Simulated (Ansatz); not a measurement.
NaBeH3 (Pm-3m, No. 221, 5 atoms in the cell; start mp-23729), treated with r²SCAN0 (Ansatz, a program for electronic structure, plane waves, PAW).

Numerical settings: plane-wave cutoff 520 eV, 6×6×6 k mesh, Fermi–Dirac smearing 0.01 eV, scalar-relativistic PAW data made under PBE.

Cell (relaxed with PBEsol):

```xyz
5
Lattice="3.3256 0.0000 0.0000 0.0000 3.3256 0.0000 0.0000 0.0000 3.3256" Properties=species:S:1:pos:R:3 pbc="T T T"
Na     1.6628     1.6628     1.6628
Be     0.0000     0.0000     0.0000
H      1.6628     0.0000     0.0000
H      0.0000     1.6628     0.0000
H      0.0000     0.0000     1.6628
```

Question: What does this level give for the band gap and smallest direct gap on the k points sampled?

Answer: 
* **band gap**: 2.71 eV (on the SCF k mesh) (indirect)
* **smallest direct gap on the k points sampled**: 6.03 eV

Note: cell and atoms aren't relaxed at this level (pressure -0.6 GPa).

Computed values are for the static lattice.

The result took roughly 70 core-seconds.

A start named mp-… is a Materials Project structure, which need not be a measured phase.
